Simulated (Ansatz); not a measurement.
A working Ansatz (a first-principles code) input for TlCdBr₃ (Pm-3m, 5 atoms in the cell) (DFT, PBE, plane waves, default PAW files):

Ansatz 0.2 input:
```yaml
crystal:
  lattice:
    - [5.233913, 0.000000, 0.000000]
    - [0.000000, 5.233913, 0.000000]
    - [0.000000, 0.000000, 5.233913]
  atoms:
    - { symbol: Tl, position: [0.000000, 0.000000, 0.000000] }
    - { symbol: Cd, position: [0.500000, 0.500000, 0.500000] }
    - { symbol: Br, position: [0.000000, 0.500000, 0.500000] }
    - { symbol: Br, position: [0.500000, 0.500000, 0.000000] }
    - { symbol: Br, position: [0.500000, 0.000000, 0.500000] }
kpoints:
  mp_grid:
    grid: [5, 5, 5]
hamiltonian:
  xc: pbe
  pseudopotentials:
    kind: paw
scf:
  occupations:
    method: gaussian
    width: 0.0147 Ry
output:
  forces: true
  eigenvalues: true
  stress: true
```

The run converged in 6 iterations: free energy E − TS (on the zero of these files) -28051.7197 eV; gap on the k-point mesh 1.21 eV; pressure 6.53 GPa. Each of these slips is then made, one at a time:

(1)
```diff
-kpoints:
-  mp_grid:
-    grid: [5, 5, 5]
```

(2)
```diff
+  convergence:
+    dr2_threshold: 1.0e+00 eV
```

Q: How does each altered input end?

A: 
(1) No k-points given. The program stopped before any SCF iteration, with the message: Error: YAML parse error: missing field `kpoints`.

(2) A convergence threshold that is too loose. The run converged in 6 iterations, and against the sound input the free energy is nearly the same (within 1 meV/atom), the pressure stays at 6.53 GPa and the gap on the mesh stays at 1.213 eV. The full log also holds (shortened here): “iter 2 did not close the SCF: its close was put off for the readings that it lacked (scf_convergence_deferred on its scf_iter line)” and “iter 3 did not close the SCF: its close was put off for the readings that it lacked (scf_convergence_deferred on its scf_iter line)”.

The starting cell was generated: these elements placed on a structure prototype, without a prior relaxation; it need not be a known phase or ordering of this composition. Its lattice was rescaled by a random factor within 2.5 % of one. Spin-orbit coupling is off. In the base run, with a pressure of about 7 GPa the cell is away from its equilibrium volume at this level. Ansatz's pressure includes its estimate of the finite-basis (Pulay) stress.

Left out of this page: 1 run of the series on a method kept out of this collection; 1 run of the series stopped by limits of time or memory; 3 runs of the series outside the window shown, repeating another row's setting, or not comparable.
